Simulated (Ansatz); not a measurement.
The starting structures come from a database of crystals and need not be the phases stable at ambient conditions.

 Where the default PAW files enter, the runs use the earlier of Ansatz's two default sets.

**Evanescent states of MoS$_{2}$ (P-6m2, not sure to be the ambient phase, 3 atoms a cell, 19.2 Å³ an atom, 2 GPa at this level) along the normal of (001)**

The numbers are results of r2SCAN (plane waves, PAW; Ansatz, an electronic-structure program), not measurements.

The gap is the functional's own, uncorrected, and κ follows it; spin-orbit coupling is left out. Mid-gap values are interpolated between the computed energies.

Energies count from the valence-band top; κ is the least over a 12×12 mesh across the current.

```tsv
E (eV)	κ (1/Å)	where
0.04	0.084	Γ
0.12	0.146	Γ
0.20	0.188	Γ
0.28	0.222	Γ
0.36	…	Γ
0.44	…	Γ
0.52	…	off Γ
0.60	…	off Γ
0.68	…	off Γ
0.76	…	off Γ
0.84	…	off Γ
0.92	…	off Γ
1.00	…	off Γ
1.08	0.195	off Γ
1.16	0.168	off Γ
1.24	0.133	off Γ
1.32	0.074	off Γ
```

Q: Fill in the missing entries.

A: 
- 0.36, κ (1/Å): 0.252
- 0.44, κ (1/Å): 0.278
- 0.52, κ (1/Å): 0.283
- 0.60, κ (1/Å): 0.276
- 0.68, κ (1/Å): 0.268
- 0.76, κ (1/Å): 0.258
- 0.84, κ (1/Å): 0.246
- 0.92, κ (1/Å): 0.232
- 1.00, κ (1/Å): 0.215
